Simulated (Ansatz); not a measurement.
System: rock-salt LaSe. Method: rVV10 (plane waves, PAW; Ansatz, a program for electronic structure).

Run with plane-wave cutoff 520 eV, 16×16×16 k mesh, Fermi–Dirac smearing 0.05 eV, scalar-relativistic PAW data made under PBE.

Computed at the level's own relaxed cell.

Task: Estimate the volume per atom, bulk modulus, lattice constant a and pressure derivative B′ of the bulk modulus that the calculation returns.

Result: 
- volume per atom: 29.10 Å³/atom
- bulk modulus: 68.5 GPa
- lattice constant a: 6.152 Å
- pressure derivative B′ of the bulk modulus: 4.5

The run finds no gap.

Note: the volume lies 5 % above that of the published cell.

Spin–orbit coupling is not included; it can open a gap where bands touch, and shift volumes and moduli.

Computed values are for the static lattice.

Cost on a shared machine: very roughly 2.2 core-minutes.
